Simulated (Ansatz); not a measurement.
Consider SnO₂ in the rutile structure (space group P4_2/mnm, No. 136; a = 4.722 Å, c = 3.190 Å). Axes: x, y, z lie along a, b, c of the conventional cell.

Computed with LDA in Ansatz (plane waves to 420 eV, PAW, spin-orbit coupling left out).

The change: the cell is scaled by 1.0300 in all directions; the atoms relax in the strained cell.

Question: Predict the stress tensor and what it implies for the stiffness.

Answer: Stress of the strained cell less that of the base (GPa, compression positive):
```
 -13.54    0.00    0.00
   0.00  -13.54    0.00
   0.00    0.00  -18.01
```

Then B = −ΔP/(ΔV/V₀) with ΔV/V₀ = 0.0927 gives secant stiffness values (nonlinear terms included at this strain): B (at held cell shape, above the free-shape value) ≈ 162 GPa.

As a check, the harmonic strain energy −½ V₀ Δσ:ε is 50 meV/atom; the computed energy rise is 56 meV/atom.

Whether these cells are dynamically stable was not tested.

Ansatz is an electronic-structure program.
